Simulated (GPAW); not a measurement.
Worked example: self-consistent single point of BiSb (P1, 2 atoms in the cell) in GPAW.

Method: LDA (Perdew-Wang 92), GPAW PAW datasets LDA (gpaw-data 1.0.1) (plane waves; GPAW).

The change in words: lattice scaled by 0.98. Reference geometry:
```xyz
2
Lattice="2.2263 1.2854 3.9752 -2.2263 1.2854 3.9752 0.0000 -2.5707 3.9752" Properties=species:S:1:pos:R:3 pbc="T T T"
Sb    -0.1103     0.0001     9.2434
Bi     0.1103    -0.0001     2.6819
```

Reference input (self-consistent single point, DFT LDA (Perdew-Wang 92), plane waves, GPAW PAW datasets LDA (gpaw-data 1.0.1)): mode = pw; ecut = 550 eV; xc = LDA; kpts = 6 6 6; mesh shift (steps) = 0 0 0; occupations.name = methfessel-paxton; occupations.width = 0.272 eV; occupations.order = 0; nbands = -6; convergence.density = 1e-05 e/electron; convergence.energy = 1e-05 eV/electron; convergence.bands = -4. This run's input differs from it in these lines:

```diff
@@ -5,5 +5,5 @@
 atoms = Atoms(['Sb', 'Bi'],
-              cell=[[2.226295, 1.285352, 3.975150],
-                    [-2.226295, 1.285352, 3.975150],
-                    [0.000000, -2.570704, 3.975150]],
+              cell=[[2.181769, 1.259645, 3.895647],
+                    [-2.181769, 1.259645, 3.895647],
+                    [0.000000, -2.519290, 3.895647]],
               scaled_positions=[[0.750336, 0.799882, 0.775069],
```

The program printed (abridged):

```
     iter     time        total  log10-change:
                         energy   eigst   dens
iter:   1 --:--:--   -10.279416   +0.71
iter:   2 --:--:--   -10.320517   -0.03  -1.63
iter:   3 --:--:--   -10.297593   -1.09  -1.65
iter:   4 --:--:--   -10.298276   -2.16  -1.89
iter:   5 --:--:--   -10.291401   -2.98  -2.19
iter:   6 --:--:--   -10.292066   -3.95  -2.67
iter:   7 --:--:--   -10.291995   -4.82  -2.73
iter:   8 --:--:--   -10.291901c  -4.90  -2.76
iter:   9 --:--:--   -10.292061c  -4.61  -2.98
iter:  10 --:--:--   -10.292047c  -6.05  -3.77
iter:  11 --:--:--   -10.292038c  -6.91  -3.91
iter:  12 --:--:--   -10.292024c  -6.20  -3.98
iter:  13 --:--:--   -10.292024c  -6.70  -4.33
iter:  14 --:--:--   -10.292024c  -8.12c -4.57
iter:  15 --:--:--   -10.292024c  -7.78c -4.58
iter:  16 --:--:--   -10.292024c  -8.43c -4.66
iter:  17 --:--:--   -10.292024c  -9.36c -4.82
iter:  18 --:--:--   -10.292024c  -8.66c -4.86
iter:  19 --:--:--   -10.292024c  -9.38c -5.61c
Converged after 19 iterations.

Dipole moment: (0.060336, 0.006861, -1.341535) |e|*Ang

Energy contributions relative to reference atoms: (reference = -760670.783981)

Kinetic:        +23.332506
Potential:      -21.721592
External:        +0.000000
XC:             -10.716039
Entropy (-ST):   -0.007632
Local:           -1.183083
SIC:             +0.000000
--------------------------
Free energy:    -10.295840
Extrapolated:   -10.292024

Showing only first 2 kpts
 Kpt  Band  Eigenvalues  Occupancy
  0    13      4.78794    2.00000
  0    14      5.13825    2.00000
  0    15      7.79138    0.00000
  0    16      8.44120    0.00000

  1    13      4.66764    2.00000
  1    14      5.19105    2.00000
  1    15      7.69991    0.00000
  1    16      8.41276    0.00000

Fermi level: 6.40350

No gap
No difference between direct/indirect transitions
Energy (eV): -10.292024

Forces in eV/Ang:
  0 Sb    1.21541    0.25113   -1.51224
  1 Bi   -1.21555   -0.25117    1.51243

Stress tensor:
    -0.027381    -0.020662     0.027483
    -0.020662    -0.021918     0.004885
     0.027483     0.004885    -0.014880
Stress (GPa, Voigt): [-4.387  -3.5117 -2.3841  0.7827  4.4033 -3.3105]
```

The run converged in 19 iterations. GPAW prints stress with tension positive. Against the reference run the free energy rises by 21.1 meV/atom, the pressure goes from -0.06 to 3.43 GPa and the largest force goes from 1.469 to 1.957 eV/Å.

The starting cell comes from a database of computed structures (which also holds hypothetical and non-ambient phases and stackings), without a prior relaxation at this level. Its atoms were displaced at random from the sites of space group no. 160. For this run, on top of that: lattice scaled by 0.98. With a pressure of about 3 GPa the cell is away from its equilibrium volume at this level. Forces in this geometry exceed 1 eV/Å. The run gives no clean gap (levels at the Fermi energy touch, overlap or are partly filled at this smearing), which alone does not show that the compound is a metal.

Cost on one core of a shared machine: roughly 90 s.
